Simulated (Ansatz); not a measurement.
Start from CsPbBr3 in the cubic perovskite structure (space group Pm-3m, No. 221).

```
CsPbBr3
1.0
    5.93761     0.00000     0.00000
    0.00000     5.93761     0.00000
    0.00000     0.00000     5.93761
Cs Pb Br
1 1 3
Cartesian
  0.00000   0.00000   0.00000
  2.96880   2.96880   2.96880
  0.00000   2.96880   2.96880
  2.96880   2.96880   0.00000
  2.96880   0.00000   2.96880
```

The other end (x = 1) is CsGeBr3 in the cubic perovskite structure (space group Pm-3m, No. 221; a model cell, its experimental status unchecked): 34.08 Å³/atom, gap 0.71 eV; this end may not be an ambient phase.

Calculations: DFT with r2SCAN, PAW potentials and a 500 eV plane-wave cutoff in Ansatz (a quantum-chemistry and plane-wave program), no spin-orbit coupling.

Ge replaces a fraction x of Pb; each row is one arrangement (x, atoms in the cell, starting space group or random), fully relaxed.

One change was made to it. Results:

```json
[
 {"quantity": "gap character (in this cell's own zone, which can be folded)", "base": "–", "after": "direct at Γ"},
 {"quantity": "shortest interatomic distance", "base": "5.610 bohr", "after": "5.228 bohr"}
]
```

### Question
Name the change that was made.
A) x(Ge) = 0.5, 10 atoms, Fm-3m
B) x(Ge) = 0.5, 10 atoms, P4/mmm (arrangement B)
C) x(Ge) = 0.5, 10 atoms, P4/mmm (arrangement A)

### Answer
A, x(Ge) = 0.5, 10 atoms, Fm-3m. For comparison, the gap character in the other runs: x(Ge) = 0.5, 10 atoms, P4/mmm (arrangement B) gives direct at M; x(Ge) = 0.5, 10 atoms, P4/mmm (arrangement A) gives direct at Z.

Each cell is one ordered arrangement of few atoms, which overstates ordering effects compared with a random alloy. With Pb present, leaving out spin-orbit coupling can change the band edges. Whether these cells are dynamically stable was not tested. Many cubic perovskites are stable only at high temperature; tilts and polar distortions were not tested. This is not the structure that CsPbBr3 has at room temperature and ambient pressure. k-point labels follow each cell's own Brillouin zone.
